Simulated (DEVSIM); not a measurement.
Device: Pt/SiO2/p-Ge capacitor, at 400 K.

Layer 1 from the left is SiO2, thickness (nm) 1.80. Layer 2 from the left is Ge, thickness (nm) 3000, Na (cm⁻³) 4e16.

Metal gate on the left, work function 5.6 eV. Fixed charge at the semiconductor interface 0 cm⁻² (in units of +e); no interface traps.

This is a model device: material constants are rounded textbook-type values typed into the input, and sizes, dopings and lifetimes were drawn at random. Values at 300 K; Nc and Nv go as T^1.5, mobilities as T to minus their exponent, the gap by Varshni's rule with the affinity fixed.

SiO2: gap (eV) 9, affinity (eV) 0.9, permittivity 3.9. Ge: gap (eV) 0.664, affinity (eV) 4, permittivity 16, Nc (cm⁻³) 1.04e19, Nv (cm⁻³) 6e18, Varshni α (eV/K) 0.000477, Varshni β (K) 235.

Estimate by hand the flat-band voltage, the threshold voltage, and compare with a numerical solution.


- Flat-band voltage: C = 1.92 μF/cm², work-function difference 1.163 V; VFB = φms − qNf/C = 1.16 V; numerical 1.16 V.
- Threshold voltage: φF = 0.115 V, depletion charge √(4εqNφF) = 6.46e-8 C/cm²; VT = VFB + 2φF + Qd/C = 1.43 V; numerical 1.43 V.

Simulated with DEVSIM: 1D Poisson equation in equilibrium, Boltzmann statistics, complete ionisation; no quantum confinement or tunnelling. Metal contacts follow the ideal Schottky-Mott rule: no Fermi-level pinning, no interface dipoles.
